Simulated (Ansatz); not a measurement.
## W with two functionals, pressure 50 GPa

The reference is W in the bcc (W type) structure (space group Im-3m, No. 229; a = 3.184 Å).

(Cell as relaxed with PBE.)

Levels (all Ansatz, a first-principles code, PAW): PBE (420 eV, no spin-orbit coupling); r2SCAN (500 eV, spin-orbit coupling left out).

Each level relaxes its own structure.

```csv
base,PBE,r2SCAN
volume per atom,16.13 Å³,15.92 Å³
lattice parameter a,318.4 pm,316.9 pm
band gap,zero,zero
```

Modification: a hydrostatic pressure of 50 GPa.

```
quantity                  PBE  r2SCAN
-------------------  --------  ------
lattice parameter a  305.2 pm       …
band gap                 zero       …
```

### Question
Given the PBE results, estimate those of r2SCAN.

### Answer

- lattice parameter a, r2SCAN: 304.3 pm
- band gap, r2SCAN: zero

PBE's lattice parameter a lies 0.9 pm above r2SCAN's (0.3 %); the two agree on the band gap. Neither level is exact; r2SCAN is the comparison here, not a measurement.

Load acts through the strain it causes; cell and atoms are relaxed under it. Whether these cells are dynamically stable was not tested. No other phases were tried under pressure. The final runs are not spin-polarised.
